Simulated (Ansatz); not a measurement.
Base system: ZrSi2 (space group Cmcm, No. 63; a = 3.689 Å, b = 14.858 Å, c = 3.667 Å). Axes: x, y, z lie along a, b, c of the conventional cell.

The values are results of Ansatz (a program for electronic structure) r2SCAN, no SOC, not measurements.

Base values:

The pressure is 0.0 GPa. The shortest interatomic distance is 2.393 Å.

Perturbation: uniaxial strain ε_zz = −2.15 %, all other strain components held at zero, atoms relaxed at fixed cell.

What happens to the energy relative to the base, pressure and shortest interatomic distance?

The energy goes up by 7.5 meV/atom; the pressure (mean of the normal stresses, compression positive) goes from zero to 3.5 GPa; the shortest interatomic distance decreases by 0.0222 Å to 2.370 Å.

Without a gap, meshes like the base's 13×13×13 leave anisotropic stresses uncertain by several tenths of a GPa, and small strain energies with them. Stability against distortions was not tested. The final runs are not spin-polarised.
